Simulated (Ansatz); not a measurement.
**GaN under a change: isotropic strain −2.40 %**

Start from GaN in the wurtzite structure (space group P6_3mc, No. 186; a = 3.152 Å, c = 5.138 Å).

Now apply this change: the cell is scaled by 0.9760 in all directions; the atoms relax in the strained cell.

The values are results of DFT with LDA, PAW potentials and a 420 eV plane-wave cutoff in Ansatz (an electronic-structure program), without spin-orbit coupling, not measurements. Settings: 12×12×7 k-points, 0.05 eV Fermi–Dirac smearing.

| quantity | base | changed | shift |
|---|---|---|---|
| volume per atom | 11.05 Å³ | 10.27 Å³ | -0.78 Å³ |
| shortest interatomic distance | 1.927 Å | 1.881 Å | -0.046 Å |
| energy relative to the base (free energy F) | 0 meV/atom | +39 meV/atom | +39 meV/atom |
| pressure (mean of the normal stresses, compression positive) | 0.00 GPa | 17.30 GPa | +17.30 GPa |
| band gap | 2.13 eV | 2.62 eV | +0.49 eV |
| gap character | direct at Γ | direct at Γ | – |
| mean gap deformation potential ΔEg/Δln V | – | -6.7 eV | – |
| width of the top valence band | 2.92 eV | 3.19 eV | +0.27 eV |
| electron mass | 0.18 mₑ along c, 0.20 mₑ across (at Γ) | 0.21 mₑ along c, 0.23 mₑ across (at Γ) | – |
| valence-band top at Γ (three highest levels, from the VBM) | 0.00, 0.00, -0.05 eV | 0.00, 0.00, -0.07 eV | – |

Effective masses come from finite differences of ±0.01 Å⁻¹. Semilocal Kohn–Sham gaps tend to fall short of experiment. Stability against distortions was not tested.
